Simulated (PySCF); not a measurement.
PySCF 2.14.0, PBE/def2-svp, df: Sn(Me)2(Cl)2 ([CH3][Sn]([CH3])([Cl])[Cl]), 11 atoms. The geometry is a generated start, not checked to be a minimum at this level.

| Property | Result |
|---|---|
| task | energy and gradient |
| method | pbe |
| basis | def2-svp |
| two-electron scheme | density fitting |
| mol.max_memory | 7000 MB |
| mf.init_guess | minao (default) |
| mf.DIIS | CDIIS (default) |
| mf.diis_space | 8 (default) |
| mf.conv_tol | 1e-09 (default) |
| effective core potentials | those of the basis set, past Kr |
| basis functions (reference run) | 120 |
| grid points (reference run) | 894648 |

```xyz
11

C      1.8545    -0.6348     0.2838
Sn     0.0403     0.6203     0.1063
C     -1.9090    -0.2789    -0.4404
Cl     0.4831     2.3083    -1.4395
Cl    -0.2370     1.7261     2.1403
H      1.6590    -1.4296     0.9900
H      2.6702    -0.0180     0.6367
H      2.0920    -1.0394    -0.6906
H     -2.5296     0.4907    -0.8835
H     -2.3838    -0.6701     0.4518
H     -1.7398    -1.0746    -1.1549
```

The reference run has mf.grids.level = 8, mf.grids.prune = nwchem_prune (default); it is not itself proven converged. Each setting ran once; only counts and results are compared.

Settings tried, all else as in the reference:
- mf.grids.level = 2
- mf.grids.level = 3 (default), mf.grids.atom_grid = 35×110
- mf.grids.level = 3 (default)
- mf.grids.level = 3 (default), mf.grids.prune = treutler_prune
- mf.grids.level = 3 (default), mf.grids.atom_grid = 75×302
- mf.grids.level = 6
- mf.grids.level = 3 (default), mf.grids.atom_grid = 99×590
- mf.grids.level = 0
- mf.grids.level = 3 (default), no pruning
- mf.grids.level = 5
- mf.grids.level = 3 (default), mf.grids.atom_grid = 50×194
- mf.grids.level = 1
- mf.grids.level = 4

Sort the settings: which keep to the reference within 0.10 meV/atom in energy, 1.0 meV/Å in forces (largest component), and which don't?

Within it: mf.grids.level = 6; mf.grids.level = 5. Outside: mf.grids.level = 4; mf.grids.level = 3 (default), mf.grids.atom_grid = 99×590; mf.grids.level = 3 (default), mf.grids.prune = treutler_prune; mf.grids.level = 3 (default), no pruning; mf.grids.level = 3 (default); mf.grids.level = 3 (default), mf.grids.atom_grid = 75×302; mf.grids.level = 2; mf.grids.level = 3 (default), mf.grids.atom_grid = 50×194; mf.grids.level = 1; mf.grids.level = 3 (default), mf.grids.atom_grid = 35×110; mf.grids.level = 0.

| setting | grid points | energy against the reference | difference in forces (largest component) |
|---|---|---|---|
| the reference | 894648 | — | — |
| mf.grids.level = 6 | 526272 | under 0.001 meV/atom | 0.25 meV/Å |
| mf.grids.level = 5 | 360296 | under 0.001 meV/atom | 0.25 meV/Å |
| mf.grids.level = 4 | 240976 | +0.0014 meV/atom | 1.4 meV/Å |
| mf.grids.level = 3 (default), mf.grids.atom_grid = 99×590 | 350424 | +0.0013 meV/atom | 1.5 meV/Å |
| mf.grids.level = 3 (default), mf.grids.prune = treutler_prune | 133112 | −0.0017 meV/atom | 6.0 meV/Å |
| mf.grids.level = 3 (default), no pruning | 246576 | −0.0015 meV/atom | 6.0 meV/Å |
| mf.grids.level = 3 (default) | 146808 | −0.0011 meV/atom | 6.0 meV/Å |
| mf.grids.level = 3 (default), mf.grids.atom_grid = 75×302 | 157856 | +0.014 meV/atom | 16 meV/Å |
| mf.grids.level = 2 | 92184 | +0.015 meV/atom | 16 meV/Å |
| mf.grids.level = 3 (default), mf.grids.atom_grid = 50×194 | 71904 | +0.042 meV/atom | 59 meV/Å |
| mf.grids.level = 1 | 45856 | +0.029 meV/atom | 60 meV/Å |
| mf.grids.level = 3 (default), mf.grids.atom_grid = 35×110 | 31592 | +0.24 meV/atom | 290 meV/Å |
| mf.grids.level = 0 | 11976 | +330 meV/atom | 450 meV/Å |

Total energies are compared; such shifts often cancel in part in energy differences. The gradients leave out the derivatives of the grid weights. The tolerance is a choice made for this comparison.
